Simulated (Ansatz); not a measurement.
Input and output of a self-consistent single point for Al (Fm-3m, 1 atom in the cell) (Ansatz, a first-principles code).

Level of theory: PBEsol, default PAW files made with PBE (plane waves; Ansatz).

```
Al
1.0
    0.00000     2.03107     2.03107
    2.03107     0.00000     2.03107
    2.03107     2.03107     0.00000
Al
1
Direct
  0.00000   0.00000   0.00000
```

Reference input (self-consistent single point, DFT, PBEsol, plane waves, default PAW files made with PBE): basis.ecutwfc = 420 eV; kpoints.mp_grid.grid = 14 14 14; hamiltonian.xc = pbesol; hamiltonian.pseudopotentials = {kind: paw} (the program's default PAW files); scf.occupations.method = gaussian; scf.occupations.width = 0.1 eV. This run's input differs from it in these lines:

Ansatz 0.2 input:
```diff
@@ -11,3 +11,3 @@
 kpoints:
-  mp_grid: { grid: [14, 14, 14] }
+  mp_grid: { grid: [23, 23, 23] }
 hamiltonian:
@@ -16,3 +16,3 @@
 scf:
-  occupations: { method: gaussian, width: 0.1 eV }
+  occupations: { method: methfessel_paxton, width: 0.1 eV }
 output:
```

Output, abridged:

```
SCF iter   1: F=—  HF=-524.542473 eV  |F-HF|=—  |Δ(HF+E_count)|=         —  Δρ=6.33e-4  dr2=2.50e-5  ethr=1.77e-3  ⟨swp⟩=4.8  Hψ=18734  notcnv=0
all-band conjugate gradients solve this SCF's bands
preconditioner: auto → none
SCF iter   2: F=—  HF=-524.542501 eV  |F-HF|=—  |Δ(HF+E_count)|=   2.80e-5  S|Δr|=    0.00e0  Δρ=3.25e-4  dr2=6.84e-6  ethr=8.33e-7  ⟨swp⟩=2.0  Hψ=5531  notcnv=0
SCF iter   3: F=-524.542506 eV  HF=-524.542507 eV  |F-HF|=2.90e-8  |Δ(HF+E_count)|=   5.83e-6  S|Δr|=    0.00e0  Δρ=1.92e-5  dr2=7.14e-8  ethr=3.33e-9  ⟨swp⟩=4.5  Hψ=10476  notcnv=0
SCF 1 converged in 3 iterations: F = -524.542506 eV  dr2 = 7.14e-8
Stability not checked (fill_not_monotonic)
Free energy (F): -524.542506 eV
Internal energy: -524.542634 eV  (E = F + TS)
E sigma→0 (E₀):  -524.542538 eV
Entropy (-TS):   0.000127 eV (0.127 meV/atom)
Fermi energy:    7.707931 eV
--- Forces (eV/Å), atoms counted from 1 ---
  atom   1  Al     0.00000000     0.00000000     0.00000000
--- Stress (GPa, compression-positive) ---
       -2.693457      -0.000000       0.000000
       -0.000000      -2.693457       0.000000
        0.000000       0.000000      -2.693457
  P = ⅓ Tr σ = -2.6935 GPa (-26.935 kbar)
  The stress holds the Pulay correction. Without it, at fixed plane waves, as pw.x and ABINIT print it: P = -2.7546 GPa
```

The run converged in 3 iterations. Against the reference run the free energy falls by 6.0 meV/atom and the pressure goes from -2.87 to -2.69 GPa.

The starting cell has typed, rounded lattice constants, without a prior relaxation at this level. Its lattice was rescaled by up to half a per cent. Ansatz's pressure includes its estimate of the finite-basis (Pulay) stress.
